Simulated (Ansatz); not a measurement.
# A series of runs on TlCu4S3 (P4/mmm, 8 atoms in the cell)

```yaml
crystal:
  lattice:
    - [3.85232, 0.00000, 0.00000]
    - [0.00000, 3.85232, 0.00000]
    - [0.00000, 0.00000, 9.39927]
  atoms:
    - { symbol: Tl, position: [0.00000, 0.00000, 0.50000] }
    - { symbol: Cu, position: [0.50000, 0.00000, 0.15912] }
    - { symbol: Cu, position: [0.50000, 0.00000, 0.84088] }
    - { symbol: Cu, position: [0.00000, 0.50000, 0.15912] }
    - { symbol: Cu, position: [0.00000, 0.50000, 0.84088] }
    - { symbol: S, position: [0.50000, 0.50000, 0.70947] }
    - { symbol: S, position: [0.50000, 0.50000, 0.29053] }
    - { symbol: S, position: [0.00000, 0.00000, 0.00000] }
```

Base run A: PBEsol, default PAW files made with PBE run with Ansatz (a first-principles code), self-consistent single point.

Its settings: basis.ecutwfc = 420 eV; kpoints.mp_grid.grid = 9 9 4; hamiltonian.xc = pbesol; hamiltonian.pseudopotentials = {kind: paw} (the program's default PAW files); scf.occupations.method = fermi_dirac; scf.occupations.width = 0.1 eV.

The starting cell comes from a database of computed structures (which also holds hypothetical and non-ambient phases and stackings), without a prior relaxation at this level. Spin polarisation is off; with an odd number of electrons in the cell that forces a metal, and a magnetic state may lie lower. Ansatz's pressure includes its estimate of the finite-basis (Pulay) stress.

Absolute energies have different zeros for different potentials, functionals, Hubbard and dispersion terms and are not compared across them.

Runs:
- B: hamiltonian.xc: pbesol → lda [LDA (PW92)]
- C: hamiltonian.xc: pbesol → blyp [BLYP]
- D: basis.ecutwfc: 420 eV → 500 eV; hamiltonian.xc: pbesol → r2scan [r2SCAN]

| run | pressure (GPa) | largest force (eV/Å) |
|---|---|---|
| A | -2.49 | 0.075 |
| B | ? | 0.313 |
| C | ? | 0.492 |
| D | 0.26 | 0.025 |

### Question
Complete the blanks.

### Answer

- B, pressure (GPa): -5.56
- C, pressure (GPa): 8.20

Left out of this page: 2 runs of the series held back from this collection.

Keys are those of Ansatz 0.2.
